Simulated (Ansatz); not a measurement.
Density of states of BaMgF4 (Cmc2_1) above the conduction band minimum, PBEsol, rigid bands (Ansatz, a quantum-chemistry and plane-wave program); cell volume 173.5 Å³.

```csv
energy from edge (eV),10⁻³ states/eV/cell
0.006,32.2
0.031,79.0
0.056,108
0.081,131
0.106,152
0.131,172
0.156,190
0.181,209
0.206,225
0.231,240
0.256,258
0.281,275
0.319,298
0.344,316
0.369,331
0.394,346
0.419,364
0.444,381
0.469,400
0.494,417
0.519,433
0.544,452
0.569,472
0.594,491
```

**Question.** What effective density of states at 300 K does this give (∫ g(E) exp(−E/k_BT) dE, both spins, divided by the cell's size)?

**Answer.** 9.5e18 cm⁻³, a density-of-states mass of 0.52 mₑ, valleys and band degeneracy included.

Spin-orbit coupling is left out. Geometry: cell and atoms relaxed with PBEsol.

Formula and space group known from diffraction (Crystallography Open Database), not checked to be the room-temperature form: BaMgF4 (Cmc2_1).
